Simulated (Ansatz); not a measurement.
An Ansatz (a program for electronic structure) run: Cu3N with a change (Cu → Ga); Ansatz, PBE, PAW, cutoff 420 eV, without spin-orbit coupling, earlier PAW set.

Input:

Ansatz 0.2 input:
```yaml
crystal:
  lattice:
    - [4.3775936475, 0, 0]
    - [0, 4.3775936475, 0]
    - [0, 0, 4.3775936475]
  atoms:
    - { symbol: N, position: [0, 0, 0] }
    - { symbol: Ga, position: [0.5, 0, 0] }
    - { symbol: Ga, position: [0, 0, 0.5] }
    - { symbol: Ga, position: [0, 0.5, 0] }
basis: { ecutwfc: 420, ecutrho_ratio: 4, xc_grid: 2, fft_grid_basis: typed }
kpoints: { mp_grid: { grid: [11, 11, 11] } }
hamiltonian:
  xc: pbe
  dispersion: none
  pseudopotentials: { azcp: { folder: ./paw }, kind: paw }
scf: { occupations: { method: fermi_dirac, width: 0.05 }, convergence: { dr2_threshold: 0.0000000004 } }
output: { forces: true, stress: true }
checkpoint: { write: state.ck, write_every: 1000 }
```

Output (explanatory and most iteration lines left out):

```
Pseudopotential: N, paw, valence charge 5
Pseudopotential: Ga, paw, valence charge 13
Crystal: 4 atoms, lattice volume = 83.889 Å³
Basis set: ecut = 420 eV, 1647 PW (Γ), exchange–correlation on 60×60×60 points (8 copies of the dense FFT grid, shifted against one another)
Bands: 26, of which v1, the nominal top of the filled ones, is band 22 counted from 1 (21 counted from 0)
Symmetry: 48 space group operations
Space group: Pm-3m (ITA 221), of the structure as read, at distance tolerance 4.4e-5 Å
k-points: 56 of 1331
Functional: x = pbe(κ = 0.804, μ = 0.2195149727645171), c = pbe(β = 0.06672455060314922)
SCF iter   1: F=—  HF=-11729.897532 eV  |F-HF|=—  |Δ(HF+E_count)|=         —  Δρ=2.45e-2  dr2=3.62e-1  ethr=3.10e-3  ⟨swp⟩=5.1  Hψ=5377  notcnv=0
SCF iter   2: F=—  HF=-11729.855582 eV  |F-HF|=—  |Δ(HF+E_count)|=   4.20e-2  Δρ=4.54e-3  dr2=1.32e-2  ethr=8.22e-4  ⟨swp⟩=2.4  Hψ=2547  notcnv=0
SCF 1 converged in 8 iterations: F = -11729.851011 eV  dr2 = 5.29e-11
SCF converged after 8 iterations
Free energy (F): -11729.851011 eV
Internal energy: -11729.838662 eV  (E = F + TS)
E sigma→0 (E₀):  -11729.844837 eV
Entropy (-TS):   -0.012349 eV (-3.087 meV/atom)
Fermi energy:    6.302440 eV
--- Forces (eV/Å), atoms counted from 1 ---
  atom   1  N     -0.00000000    -0.00000000    -0.00000000
  atom   2  Ga     0.00000000    -0.00000000     0.00000000
  atom   3  Ga     0.00000000    -0.00000000    -0.00000000
  atom   4  Ga    -0.00000000    -0.00000000    -0.00000000
--- Stress (GPa, compression-positive) ---
       -0.001741      -0.000000       0.000000
        0.000000      -0.001741       0.000000
        0.000000       0.000000      -0.001741
  P = ⅓ Tr σ = -0.0017 GPa (-0.017 kbar)
```

Whether these cells are dynamically stable was not tested. All final runs are without spin polarisation. The cell was made from Cu3N by this change: Cu → Ga; the result is a hypothetical phase, not in the database extracts checked.
